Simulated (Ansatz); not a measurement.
The parent structure is SiS$_{2}$ (space group Ibam, No. 72; a = 6.019 Å, b = 9.396 Å, c = 5.545 Å; made of chains).

Now apply this change: an isotropic linear strain of −2.34 %; the atoms relax in the strained cell.

Levels (all Ansatz, an electronic-structure program, PAW): PBEsol (420 eV, no SOC); r2SCAN (500 eV, no SOC); HSE06 (420 eV, without spin-orbit coupling).

One geometry, relaxed with PBEsol, under each level:

```tsv
level	band gap	lowest conduction level above the VBM at special points	pressure
PBEsol	2.67 eV	X 2.72 eV; Λ₀ 2.82 eV; G₀ 2.82 eV; F₀ 3.18 eV	1.23 GPa
r2SCAN	___	___	___
HSE06	3.86 eV	X 3.92 eV; Λ₀ 4.02 eV; G₀ 4.02 eV; Γ 4.47 eV	–
```

### Question
Give the withheld r2SCAN results.

### Answer

- r2SCAN, band gap: 3.15 eV
- r2SCAN, lowest conduction level above the VBM at special points: X 3.20 eV; Λ₀ 3.32 eV; G₀ 3.32 eV; F₀ 3.68 eV
- r2SCAN, pressure: 1.04 GPa

Single points use the geometry relaxed with PBEsol. Their cutoffs differ, which shifts pressures a little. The hybrid gap comes from the SCF mesh plus the semilocal run's edge points and a few special points and is an upper bound. No phonon test of stability was made. No dispersion term is included in the PBEsol runs.
